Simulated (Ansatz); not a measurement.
The cell is made up: elements placed on another compound's structure type, so the phase may be hypothetical.

Tunnelling through a barrier is set by its complex band structure: the current falls as exp(−2κd) with the smallest κ.

Given:

```yaml
crystal:
  lattice:
    - [4.50339, 0.00000, 0.00000]
    - [0.00000, 4.78020, -0.06042]
    - [2.25170, -2.03924, 3.39601]
  atoms:
    - { symbol: B, position: [0.01435, 0.50686, 0.16626] }
    - { symbol: B, position: [0.81939, 0.00686, 0.16626] }
    - { symbol: B, position: [0.31398, 0.49701, 0.48932] }
    - { symbol: B, position: [0.19670, 0.99701, 0.48932] }
    - { symbol: O, position: [0.94078, 0.88169, 0.35618] }
    - { symbol: O, position: [0.70305, 0.38169, 0.35618] }
    - { symbol: O, position: [0.15031, 0.86181, 0.74661] }
    - { symbol: O, position: [0.10309, 0.36181, 0.74661] }
    - { symbol: O, position: [0.54530, 0.87766, 0.15862] }
    - { symbol: O, position: [0.29608, 0.37766, 0.15862] }
```

Space group of this cell: Cc. The cell was relaxed by PBE-D3(BJ); by r2SCAN its mean pressure is -3.7 GPa.

Transport runs along the normal of the first two printed cell vectors.

No gap correction and no spin-orbit coupling; mid-gap values are interpolated between computed energies.

### Question
Compute, with r2SCAN in Ansatz (a program for electronic structure), the band gap and the smallest decay constant κ at mid-gap.

### Answer
Gap 8.43 eV on a 10×8×10 mesh; κ = 0.551 1/Å, at the zone centre.
